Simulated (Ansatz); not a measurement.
# Convergence study of the plane-wave cutoff for Rh (Fm-3m, 1 atom in the cell)

```xyz
1
Lattice="0.0000 1.9095 1.9095 1.9095 0.0000 1.9095 1.9095 1.9095 0.0000" Properties=species:S:1:pos:R:3 pbc="T T T"
Rh     0.0000     0.0000     0.0000
```

Level of theory: PBE (plane waves, PAW; Ansatz, a quantum-chemistry and plane-wave program).

Base settings: basis.ecutwfc = 420 eV; kpoints.mp_grid.grid = 15 15 15; hamiltonian.xc = pbe; hamiltonian.pseudopotentials = {kind: paw} (the program's default PAW files); scf.occupations.method = fermi_dirac; scf.occupations.width = 0.1 eV.

The second cell is the first with its lattice scaled by 0.98.

The mesh stays at the base's, so the ladder's end is converged at best in this setting alone.

The first pressure column holds Ansatz's estimate of the finite-basis (Pulay) stress, which hides part of the cutoff error; the other is without it.

Only quantities that move along the ladder and can be compared are tabulated.

The count of work is k-points × plane waves × bands × iterations; it is no time. 

The starting cell has typed, rounded lattice constants, without a prior relaxation at this level. Its lattice was rescaled by up to half a per cent. Spin polarisation is off.

| basis.ecutwfc | free energy less the last step's (meV/atom) | energy of the compressed cell less the first (meV/atom) | pressure (GPa) | pressure without the Pulay estimate (GPa) | count of work / last |
|---|---|---|---|---|---|
| 145 eV | 59781.90 | -365.19 | -154.16 | -2126.57 | 0.071 |
| 170 eV | 28395.30 | -490.13 | -114.72 | -1221.63 | 0.079 |
| 190 eV | 15225.42 | -156.80 | -27.27 | -756.74 | 0.079 |
| 210 eV | 7708.65 | 57.22 | 4.42 | -434.42 | 0.14 |
| 230 eV | 3644.94 | 172.12 | 27.66 | -231.57 | 0.14 |
| 250 eV | 1557.91 | 138.47 | 13.79 | -113.13 | 0.17 |
| 295 eV | 201.62 | 66.36 | 3.57 | -18.63 | 0.18 |
| 335 eV | 27.15 | 59.05 | 2.56 | -1.00 | 0.19 |
| 380 eV | 4.70 | 59.10 | 2.62 | 2.32 | 0.27 |
| 420 eV | 2.64 | 59.07 | 2.62 | 2.51 | 0.29 |
| 460 eV | 1.34 | 58.95 | 2.60 | 2.51 | 0.34 |
| 505 eV | 0.49 | 58.87 | 2.59 | 2.55 | 0.35 |
| 565 eV | 0.24 | 58.85 | 2.59 | 2.59 | 0.43 |
| 630 eV | 0.17 | 58.84 | 2.59 | 2.58 | 0.55 |
| 735 eV | 0.10 | 58.83 | 2.59 | 2.59 | 0.63 |
| 840 eV | 0.05 | 58.83 | 2.59 | 2.58 | 0.78 |
| 1010 eV | 0.00 | 58.83 | 2.59 | 2.59 | 1.0 |

Coarsest basis.ecutwfc that holds the free energy within 1 meV/atom of the last step, with all finer ones: 505 eV, at 0.35 of the last step's count of work; the step before is off by 1.3 meV/atom.

Coarsest basis.ecutwfc that holds the pressure without the Pulay estimate within 0.1 GPa of the last step, with all finer ones: 420 eV, at 0.29 of the last step's count of work; the step before is off by 0.27 GPa.

Coarsest basis.ecutwfc that holds the pressure within 0.5 GPa of the last step, with all finer ones: 335 eV, at 0.19 of the last step's count of work; the step before is off by 0.98 GPa.

The energy difference between the two cells stays within 1 meV/atom of the last step's from 335 eV on, the total only from 505 eV on: much of the error is common to both cells and cancels.

At the lowest cutoff the pressure without the Pulay estimate lies 2130 GPa under the last step's, the usual sign of Pulay stress in an incomplete plane-wave basis.

Keys are those of Ansatz 0.2.
